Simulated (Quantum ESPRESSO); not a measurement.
## Several settings converged on MgB₂ (P6mm, 3 atoms in the cell)

```
MgB2
1.0
    3.10545     0.00000     0.00000
   -1.55272     2.68940     0.00000
    0.00000     0.00000     3.53760
Mg B
1 2
Direct
  0.00000   0.00000   0.01413
  0.33333   0.66667   0.50000
  0.66667   0.33333   0.50000
```

Base method: PBEsol, PseudoDojo standard norm-conserving (PBESOL) pseudopotentials (plane waves; Quantum ESPRESSO).

Base settings: ecutwfc = 85 Ry; occupations = smearing; smearing = fd; degauss = 0.0073499 Ry; potentials = {Mg: Mg.upf, B: B.upf}; K_POINTS = automatic 8 8 7 0 0 0; conv_thr = 1e-10 Ry; mixing_beta = 0.5.

The count of work is k-points × plane waves × bands × iterations; it is no time. Core times come from one kind of shared machine, to one figure; runs under 30 s give none.

**The width of Fermi-Dirac smearing**

In this ladder: K_POINTS = automatic 13 13 12 0 0 0.

Narrow widths need finer meshes than wide ones, so the last steps can hold mesh noise.

Only quantities that move along the ladder and can be compared are tabulated; pressure and forces are left out, as mesh noise rules them at narrow widths.

```tsv
degauss	free energy less the last step's (meV/atom)	energy extrapolated to zero width less the last step's (meV/atom)
0.073499 Ry	-338.28	0.46
0.036749 Ry	-87.17	-4.08
0.02205 Ry	-32.36	-1.62
0.0147 Ry	-14.36	-0.61
0.0073499 Ry	-2.99	-0.08
0.0036749 Ry	0.00	0.00
```

Widest degauss that holds the energy extrapolated to zero width within 0.5 meV/atom of the last step, with all finer ones: 0.0073499 Ry; the step before is off by 0.61 meV/atom.

Widest degauss that holds the free energy within 5 meV/atom: not settled: the last two steps still differ by 3.0 meV/atom, over half the tolerance, so the ladder does not show it.

The extrapolation to zero width removes most of the smearing's effect on the energy.

**The width of cold smearing**

In this ladder: smearing = cold; K_POINTS = automatic 13 13 12 0 0 0.

Narrow widths need finer meshes than wide ones, so the last steps can hold mesh noise.

Only quantities that move along the ladder and can be compared are tabulated; pressure and forces are left out, as mesh noise rules them at narrow widths.

| degauss | free energy less the last step's (meV/atom) |
|---|---|
| 0.073499 Ry | 7.99 |
| 0.036749 Ry | 0.39 |
| 0.02205 Ry | -0.05 |
| 0.0147 Ry | -0.07 |
| 0.0073499 Ry | -0.02 |
| 0.0036749 Ry | 0.00 |

Widest degauss that holds the free energy within 5 meV/atom of the last step, with all finer ones: 0.036749 Ry; the step before is off by 8.0 meV/atom.

**The mesh under tetrahedron occupations**

In this ladder: occupations = tetrahedra_opt; smearing = default; degauss = default.

Only quantities that move along the ladder and can be compared are tabulated.

```tsv
K_POINTS	free energy less the last step's (meV/atom)	pressure (GPa)	count of work / last	core time / last (rough)
automatic 5 5 4 0 0 0	52.74	-4.90	0.030	–
automatic 6 6 5 0 0 0	28.05	-5.03	0.041	–
automatic 8 8 6 0 0 0	10.21	-5.14	0.088	–
automatic 10 10 7 0 0 0	5.07	-5.18	0.12	–
automatic 12 12 9 0 0 0	2.41	-5.18	0.19	0.2
automatic 15 15 11 0 0 0	0.96	-5.19	0.36	0.3
automatic 18 18 14 0 0 0	0.32	-5.20	0.59	0.6
automatic 23 23 17 0 0 0	0.00	-5.20	1.0	1
```

Coarsest K_POINTS that holds the free energy within 2 meV/atom of the last step, with all finer ones: automatic 15 15 11 0 0 0, at 0.36 of the last step's count of work and about 0.3 of the last step's time; the step before is off by 2.4 meV/atom.

Coarsest K_POINTS that holds the pressure within 0.1 GPa of the last step, with all finer ones: automatic 8 8 6 0 0 0, at 0.088 of the last step's count of work; the step before is off by 0.16 GPa.

On the base run: the starting cell has typed, rounded lattice constants, without a prior relaxation at this level. Its lattice was rescaled by up to half a per cent. One atom was moved a little off its site on purpose. In the base run, with a pressure of about -5 GPa the cell is away from its equilibrium volume at this level.

Left out of this page: 3 runs of the series outside the window shown, repeating another row's setting, or not comparable; 1 run of the series failed or unconverged.
